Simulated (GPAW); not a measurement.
A user runs GPAW on Mg3CuO4 (Pm-3m, 8 atoms in the cell) and asks whether the run is sound. The aim is a self-consistent single point with DFT PBEsol, plane waves, GPAW PAW datasets PBEsol (made by gpaw-setup).

The input file:

```python
from ase import Atoms
from ase.units import GPa
from gpaw import GPAW

atoms = Atoms(['Mg', 'Mg', 'Mg', 'Cu', 'O', 'O', 'O', 'O'],
              cell=[[4.199640, 0.000000, 0.000000],
                    [0.000000, 4.199640, 0.000000],
                    [0.000000, 0.000000, 4.199640]],
              scaled_positions=[[0.000000, 0.500000, 0.500000],
                                [0.500000, 0.000000, 0.500000],
                                [0.500000, 0.500000, 0.000000],
                                [0.000000, 0.000000, 0.000000],
                                [0.500000, 0.000000, 0.000000],
                                [0.000000, 0.500000, 0.000000],
                                [0.000000, 0.000000, 0.500000],
                                [0.500000, 0.500000, 0.500000]],
              pbc=True)

calc = GPAW(mode={'name': 'pw', 'ecut': 900},
            xc='PBEsol',
            kpts=(5, 5, 5),
            occupations={'name': 'methfessel-paxton', 'width': 0.01, 'order': 0},
            nbands=33,
            convergence={'density': 1e-05},
            symmetry={'symmorphic': False, 'tolerance': 0.0005},
            maxiter=100)

atoms.calc = calc

energy = atoms.get_potential_energy()
print('Energy (eV):', round(energy, 6))
forces = atoms.get_forces()
print('Forces (eV/Ang):')
print(forces.round(5))
stress = atoms.get_stress()
print('Stress (GPa, Voigt):', (stress / GPa).round(4))
```

The program printed (abridged):

```
Input parameters:
  convergence: {density: 1e-05}
  kpts: [5 5 5]
  maxiter: 100
  mode: {ecut: 900,
         name: pw}
  nbands: 33
  occupations: {name: methfessel-paxton,
                order: 0,
                width: 0.01}
  symmetry: {symmorphic: False,
             tolerance: 0.0005}
   [... lines left out ...]
Bands to converge: occupied

Density initialized from atomic densities
  33 bands from LCAO basis set

Atomic positions and initial magnetic moments

Positions:
   0 Mg     0.000000    2.099820    2.099820    ( 0.0000,  0.0000,  0.0000)
   1 Mg     2.099820    0.000000    2.099820    ( 0.0000,  0.0000,  0.0000)
   2 Mg     2.099820    2.099820    0.000000    ( 0.0000,  0.0000,  0.0000)
   3 Cu     0.000000    0.000000    0.000000    ( 0.0000,  0.0000,  0.0000)
   4 O      2.099820    0.000000    0.000000    ( 0.0000,  0.0000,  0.0000)
   5 O      0.000000    2.099820    0.000000    ( 0.0000,  0.0000,  0.0000)
   6 O      0.000000    0.000000    2.099820    ( 0.0000,  0.0000,  0.0000)
   7 O      2.099820    2.099820    2.099820    ( 0.0000,  0.0000,  0.0000)

Unit cell:
           periodic     x           y           z      points  spacing
  1. axis:    yes    4.199640    0.000000    0.000000    30     0.1400
  2. axis:    yes    0.000000    4.199640    0.000000    30     0.1400
  3. axis:    yes    0.000000    0.000000    4.199640    30     0.1400

  Lengths:   4.199640   4.199640   4.199640
  Angles:   90.000000  90.000000  90.000000

Effective grid spacing dv^(1/3) = 0.1400
     iter     time        total  log10-change:
                         energy   eigst   dens
iter:   1 --:--:--   -56.403053
iter:   2 --:--:--   -54.012911   -0.34  -1.07
iter:   3 --:--:--   -49.367247   +0.25  -1.13
iter:   4 --:--:--   -49.417005   -0.48  -1.37
iter:   5 --:--:--   -50.920221   -0.43  -1.46
   [... 2 lines left out ...]
iter:   8 --:--:--   -49.159070   -0.92  -1.59
iter:   9 --:--:--   -49.193634   -1.41  -2.19
iter:  10 --:--:--   -49.149049   -1.95  -2.50
iter:  11 --:--:--   -49.175682   -2.19  -2.63
iter:  12 --:--:--   -49.144726c  -2.32  -2.44
   [... lines left out ...]
iter:  17 --:--:--   -49.140784c  -4.47  -3.46
iter:  18 --:--:--   -49.140790c  -5.83  -3.91
iter:  19 --:--:--   -49.140788c  -6.36  -3.98
iter:  20 --:--:--   -49.140776c  -6.49  -4.16
iter:  21 --:--:--   -49.140765c  -6.21  -4.24
iter:  22 --:--:--   -49.140765c  -7.42c -4.28
iter:  23 --:--:--   -49.140763c  -6.38  -4.31
iter:  24 --:--:--   -49.140762c  -6.68  -4.46
iter:  25 --:--:--   -49.140762c  -7.51c -4.59
iter:  26 --:--:--   -49.140762c  -7.36  -4.79
iter:  27 --:--:--   -49.140761c  -7.58c -4.99
iter:  28 --:--:--   -49.140761c  -8.40c -5.06c
Converged after 28 iterations.

Dipole moment: (-0.000000, 0.000000, 0.000000) |e|*Ang

Energy contributions relative to reference atoms: (reference = -69433.404230)

Kinetic:        +34.868943
Potential:      -32.286646
External:        +0.000000
XC:             -52.572539
Entropy (-ST):   -0.001070
Local:           +0.850017
SIC:             +0.000000
--------------------------
Free energy:    -49.141296
Extrapolated:   -49.140761

Showing only first 2 kpts
 Kpt  Band  Eigenvalues  Occupancy
  0    30      4.85892    2.00000
  0    31      4.85892    2.00000
  0    32      4.85892    2.00000

  1    30      4.95642    2.00000
  1    31      4.95642    2.00000
  1    32      5.49060    2.00000

Fermi level: 6.68221

No gap
   [... lines left out ...]
  3 Cu    0.00000    0.00000   -0.00000
  4 O     0.00000   -0.00000   -0.00000
  5 O    -0.00000    0.00000   -0.00000
  6 O    -0.00000   -0.00000    0.00000
  7 O     0.00000    0.00000    0.00000

Stress tensor:
    -0.008842     0.000000     0.000000
     0.000000    -0.008842     0.000000
     0.000000     0.000000    -0.008842
Stress (GPa, Voigt): [-1.4166 -1.4166 -1.4166  0.      0.      0.    ]
```

Question: Is this run sound? If not, what is wrong?

Answer: The results can be used. The input holds too few bands, which can do harm: the band count has to hold all valence electrons, and a smeared run needs empty bands on top for the tail of the occupations. Here it did none. The run converged in 28 iterations, and against the sound input the free energy stays essentially unchanged (within 1 meV/atom).

An input that runs soundly differs in these lines (not the only fix; some lines may just follow from the change or write a value another way):
```diff
-            nbands=33,
-            convergence={'density': 1e-05},
+            nbands=-8,
+            convergence={'density': 1e-05, 'bands': -6},
```

With that input, the run converged in 25 iterations: free energy E − TS (from the program's reference atoms) -49.1413 eV; Fermi level (on the code's own zero) 6.68 eV (DFT PBEsol, plane waves, GPAW PAW datasets PBEsol (made by gpaw-setup)).

On the sound input: the starting cell comes from a database of computed structures (which also holds hypothetical and non-ambient phases and stackings), without a prior relaxation at this level. Spin polarisation is off; with an odd number of electrons in the cell that forces a metal, and a magnetic state may lie lower.
